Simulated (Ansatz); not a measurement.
Zr on the Ti site (Zr_Ti) in rock-salt TiC (start: the Ti site; 64-site cell, 4×4×4 shifted sampling), C-rich (Δμ(Ti) = -1.66 eV, Δμ(Zr) = -1.72 eV, bounded by ZrC (Fm-3m); only phases computed here count, gases as isolated molecules at 0 K). Method: PBE, PAW (plane waves to 420 eV; Ansatz, a quantum-chemistry and plane-wave program). In charge state 0 (not spin-polarised) the formation energy is 0.67 eV. The crystal has 4.92 × 10^22 Ti sites per cm³.

Task: Estimate the equilibrium concentration at 1300 K in the dilute limit, leaving out vibrational entropy and degeneracy.

Result: kT = 0.1120 eV; c = N exp(−E_f / kT) = 4.92 × 10^22 × exp(−6.0) ≈ 1 × 10^20 cm^-3. An error of 0.2 eV in E_f moves this by a factor of 6.
